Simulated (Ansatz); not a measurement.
A computed series for GaAs: pressure series

The parent structure is GaAs in the zinc blende structure (space group F-43m, No. 216).

```xyz
2
Lattice="0.0000 2.8333 2.8333 2.8333 0.0000 2.8333 2.8333 2.8333 0.0000" Properties=species:S:1:pos:R:3 pbc="T T T"
Ga     0.0000     0.0000     0.0000
As     1.4167     1.4167     1.4167
```

Cell and atoms are relaxed at each pressure.

All numbers come from r2SCAN/PAW in Ansatz (a first-principles code), no spin-orbit coupling.

| change | electron mass | band gap | shortest interatomic distance |
|---|---|---|---|
| base | 0.051 mₑ (at Γ) | 0.96 eV | 2.454 Å |
| pressure −2 GPa | 0.040 mₑ (at Γ) | 0.73 eV | 2.478 Å |
| pressure −1 GPa | 0.046 mₑ (at Γ) | 0.85 eV | 2.465 Å |
| pressure 0.9 GPa | 0.055 mₑ (at Γ) | 1.06 eV | 2.444 Å |
| pressure 2.1 GPa | 0.061 mₑ (at Γ) | 1.18 eV | 2.432 Å |
| pressure 4.5 GPa | 0.070 mₑ (at Γ) | 1.41 eV | 2.409 Å |
| pressure 9 GPa | 1.3 mₑ along k, 0.21 mₑ across (off the special points) | 1.56 eV | 2.374 Å |
| pressure 15 GPa | 1.3 mₑ along k, 0.21 mₑ across (off the special points) | 1.46 eV | 2.336 Å |
| pressure 22.5 GPa | – | 1.34 eV | 2.297 Å |
| pressure 30 GPa | – | 1.23 eV | 2.264 Å |

Load acts through the strain it causes; cell and atoms are relaxed under it. Effective masses come from finite differences of ±0.01 Å⁻¹. Along k means along the line from Γ to the band edge. Stability against distortions was not tested. Measured, GaAs leaves this structure (for a Cmcm phase) near 15 GPa (room temperature; as listed in arXiv:1906.07825).
